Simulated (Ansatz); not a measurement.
The starting structures come from a database of crystals and need not be the phases stable at ambient conditions.

 Where the default PAW files enter, the runs use the earlier of Ansatz's two default sets.

Consider the following.

```
O2Si
1.0
    5.06052     0.00000     0.00000
   -2.53026     4.38254     0.00000
    0.00000     0.00000     5.54135
Si O
3 6
Direct
  0.50000   0.50000   0.33333
  0.00000   0.50000   0.00000
  0.50000   0.00000   0.66667
  0.20861   0.79139   0.83333
  0.41721   0.20861   0.50000
  0.20861   0.41721   0.16667
  0.79139   0.20861   0.83333
  0.58279   0.79139   0.50000
  0.79139   0.58279   0.16667
```

Space group of this cell: P6_422. The cell is taken as given.

Computed with r2SCAN (plane waves, PAW; Ansatz, an electronic-structure program).

The current runs along the normal of the first two printed vectors; no spin-orbit coupling. Scaled by the factor s: all lengths (ions clamped). Meshes 12×12×6 and 12×12 across the current in all rows.

```tsv
s	mean pressure (GPa)	band gap (eV)
0.98	13.2	?
1.00	0.1	6.31
1.02	-9.9	5.96
```

Task: Take the slope of the band gap against ln s from the two given rows, extrapolate to s = 0.98, and say what the run there gives.

Result: Slope = (5.96 − 6.31) / ln 1.02 = -17.7 eV. The line gives 6.31 + (-17.7) × ln 0.98 = 6.67 eV. The run gives 6.58 eV, 0.09 eV under the line, 24 % of the predicted step.
